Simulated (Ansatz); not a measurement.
AlN (P6_3mc): band-edge transport data

Input:

```
CELL_PARAMETERS angstrom
      3.09780     0.00000     0.00000
     -1.54890     2.68277     0.00000
      0.00000     0.00000     5.12191
ATOMIC_POSITIONS crystal
  Al 0.33333 0.66667 0.99927
  Al 0.66667 0.33333 0.49927
  N  0.33333 0.66667 0.37573
  N  0.66667 0.33333 0.87573
```

These are PBE with spin-orbit coupling, rigid bands (plane waves, PAW; Ansatz, an electronic-structure program) values and carry that method's errors. Condition of this run: uniaxial stress along c of -9 GPa (compression positive) (the target of the relaxation). Cell: cell and atoms relaxed with PBEsol, then loaded as said.

```yaml
band_gap: 4.10 eV
electron conductivity mass (300 K, dilute): 0.31 (x), 0.31 (y), 0.28 (z) mₑ
hole conductivity mass (300 K, dilute): 2.6 (x), 2.6 (y), 3.3 (z) mₑ
effective density of states N_c (300 K): 4.2e18 cm⁻³
effective density of states N_v (300 K): 2.4e20 cm⁻³
density_of_states_mass_electrons: 0.31 mₑ
density_of_states_mass_holes: 4.5 mₑ
Seebeck coefficient, n-type 1e19 cm⁻³, 300 K: -154 μV/K
Seebeck coefficient, p-type 1e19 cm⁻³, 300 K: 511 μV/K
```

Rigid bands; masses and Seebeck coefficients take one relaxation time τ for all states and one kind of carrier; polarons and phonon drag are left out. Geometry: cell and atoms relaxed with PBEsol.
